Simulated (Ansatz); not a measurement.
**CdSe, response to strain**

Start from CdSe in the zinc blende structure (space group F-43m, No. 216; a = 6.133 Å). Axes: x, y, z lie along the cube axes.

Strains are applied to the cell and any free atomic positions relax; under biaxial strain the out-of-plane vector relaxes too.

Calculations: r2SCAN, PAW, 500 eV (Ansatz, a program for electronic structure; no spin-orbit coupling).

Candidates:
(a) isotropic strain −1.38 %
(b) isotropic strain −0.61 %
(c) uniaxial strain ε_xx = +0.28 %
(d) biaxial strain +0.71 %, plane normal [110], relaxed out of plane

For the base:

```
Property    Value
--------  -------
Band gap  1.04 eV
```

Task: Order them by band gap, lowest first.

Result: (d) biaxial strain +0.71 %, plane normal [110], relaxed out of plane (0.98 eV), (c) uniaxial strain ε_xx = +0.28 % (1.03 eV), (b) isotropic strain −0.61 % (1.08 eV), (a) isotropic strain −1.38 % (1.13 eV)

A biaxial case was relaxed in a doubled cell and then solved in the primitive one. Whether these cells are dynamically stable was not tested.
